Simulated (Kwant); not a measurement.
System: six-terminal Hall bar in a Ge (holes) two-dimensional gas. Effective mass 0.06 mₑ, grid spacing 12 nm, hard walls, nominal width 300 nm (25 grid rows, so walls 312 nm apart), one parabolic valley, scattering region 780 nm long along x; energies count from the band bottom; Fermi energy 0.00248 eV. Four side probes 150 nm wide, two on each edge; current runs along x; the sign of the Hall resistance is a convention. Perpendicular field swept from 0.10711 to 2.1851 T, also in the leads; orbital effect alone.

Constants are typed, rounded textbook-type inputs, not results; the design itself was drawn at random and stands for no fabricated device.

Computed with Kwant: effective-mass tight-binding model on a square grid, one spin, coherent transport at 0 K. Resistances are in h/e².

How many Landau levels lie under the Fermi energy, and what Hall resistance follows, at 2.48 meV and 0.741 T; 2.48 meV and 1.27 T; 2.48 meV and 1.45 T; 2.48 meV and 1.62 T?

ħωc = ħeB/m = 1.93 meV a tesla; levels lie at (n + ½)ħωc. E/ħωc = 1.73 gives 2 levels and h/(2e²) = 0.500; simulated 0.500. E/ħωc = 1.01 gives 1 level and h/(1e²) = 1.000; simulated 1.000. E/ħωc = 0.89 gives 1 level and h/(1e²) = 1.000; simulated 1.000. E/ħωc = 0.79 gives 1 level and h/(1e²) = 1.000; simulated 1.000.
